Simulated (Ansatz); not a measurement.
Relaxed 54-atom cells of Ga(As,Sb) in the zinc blende type, of low symmetry and near-random order, with the end members in the same type and cell. Left out are ordered and sheared cells and those that changed their type; one cell stands for each fraction.

Level of theory: PBE (plane waves to 420 eV, PAW; Ansatz, a first-principles code). Scalar-relativistic, without spin–orbit coupling; with elements this heavy it can move edges by tenths of an eV.

```json
[
 {"cell": "GaAs", "fraction of Sb": "0", "volume (Å³/atom)": "23.72"},
 {"cell": "Ga27As19Sb8", "fraction of Sb": "0.2963", "volume (Å³/atom)": "25.51"},
 {"cell": "Ga9As2Sb7", "fraction of Sb": "0.7778", "volume (Å³/atom)": "withheld"},
 {"cell": "Ga27As5Sb22", "fraction of Sb": "0.8148", "volume (Å³/atom)": "28.78"},
 {"cell": "GaSb", "fraction of Sb": "1", "volume (Å³/atom)": "29.99"}
]
```

Task: Fit y = y0 + (y1 − y0) x − b x (1 − x), with y0 and y1 the end rows to the rows shown by least squares, with x the second column and y the third, and predict the withheld row.

Result: The fit gives b = 0.32, with a root-mean-square miss of 0.001 on the rows shown. At x = 0.7778 it predicts 28.54; the run gives 28.54, a miss of 0.00.
